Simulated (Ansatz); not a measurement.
# Competing hops of interstitial Zn in bixbyite In2O3, charge state +2

System: interstitial Zn in bixbyite In2O3 (charge state +2). Method: PBE, PAW (plane waves to 420 eV; Ansatz, an electronic-structure program).

Settings: 80 host sites, the relaxed PBE lattice, a 2×2×2 k-point mesh shifted by half a step, smearing 0.01 eV, spin-restricted, no image-charge correction. No zero-point or tunnelling terms. The charge state is imposed; whether it is stable for some Fermi level was not computed. Sites that were not tried may lie lower.

| Route | Start site over the lowest site run (eV) | Hop (Å) | Forward barrier (eV) | Backward barrier (eV) | Neighbours at the start | Neighbours at the saddle | Saddle order |
|---|---|---|---|---|---|---|---|
| one Zn atom jumps by itself | 0.00 | 2.08 | 0.28 | 0.21 | 2 O at 1.92, 2 O at 2.05 Å | O at 1.88, O at 1.89, O at 1.94 Å | not checked |

Paths come from climbing-image nudged elastic band runs.   A further band (one Zn atom jumps by itself, 3.48 Å) gave 0.65 eV forward on its own sampling, 0.65 eV above the lowest site run, but a shoulder points to a second hump between its images, so it is not taken as a result.

The whole set of runs took around 8 core-hours (rough).
